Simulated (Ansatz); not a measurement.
Consider TlBr in the CsCl type structure (space group Pm-3m, No. 221; a = 4.053 Å).

The values are results of PBE (Ansatz, a program for electronic structure), spin-orbit coupling left out, not measurements.

For the base:

| Item | Value |
|---|---|
| Hole mass | 0.31 mₑ along k, 0.52 mₑ across (at X) |
| Band gap | 1.99 eV |
| Electron mass | 0.18 mₑ along k, 0.24 mₑ across (at X) |

Perturbation: every lattice vector is stretched by 2.50 %, atoms relaxed at fixed cell.

Problem. Estimate the effect on the hole mass, band gap and electron mass.

Solution. The hole mass changes from 0.31 mₑ along k, 0.52 mₑ across (at X) to 0.41 mₑ along k, 0.58 mₑ across (at X); the band gap grows by 0.16 eV, from 1.99 eV to 2.15 eV; the electron mass becomes 0.20 mₑ along k, 0.26 mₑ across (at X) (base: 0.18 mₑ along k, 0.24 mₑ across (at X)).

With Tl present, leaving out spin-orbit coupling can change the band edges. The cells carry an imposed strain or load. Effective masses come from finite differences of ±0.01 Å⁻¹. Along k means along the line from Γ to the band edge. No phonon test of stability was made.
